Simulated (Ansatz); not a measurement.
Consider MgO in the rock salt structure (space group Fm-3m, No. 225; a = 4.254 Å).

All numbers come from DFT with PBE, PAW potentials and a 420 eV plane-wave cutoff in Ansatz (an electronic-structure program), scalar-relativistic without spin-orbit coupling.

One change was made to it. Results:

The hole mass (degenerate bands, along [100]) becomes 0.38, 2.1, 2.1 mₑ (at Γ) (base: 0.38, 2.2, 2.2 mₑ (at Γ)); the volume per atom decreases by 0.06 Å³ to 9.56 Å³; the electron mass remains 0.34 mₑ (at Γ); the gap character stays direct at Γ; the band gap grows by 0.06 eV, from 4.46 eV to 4.52 eV.

**Question.** Name the change that was made.
A. pressure 0.9 GPa
B. pressure 9 GPa
C. pressure 4.5 GPa
D. pressure 15 GPa
E. pressure 2.1 GPa

**Answer.** A, pressure 0.9 GPa. For comparison, the band gap in the other runs: pressure 15 GPa gives 5.30 eV; pressure 2.1 GPa gives 4.59 eV; pressure 4.5 GPa gives 4.73 eV; pressure 9 GPa gives 4.98 eV.

Load acts through the strain it causes; cell and atoms are relaxed under it. Effective masses come from finite differences of ±0.01 Å⁻¹. Stability against distortions was not tested. No other phases were tried under pressure.
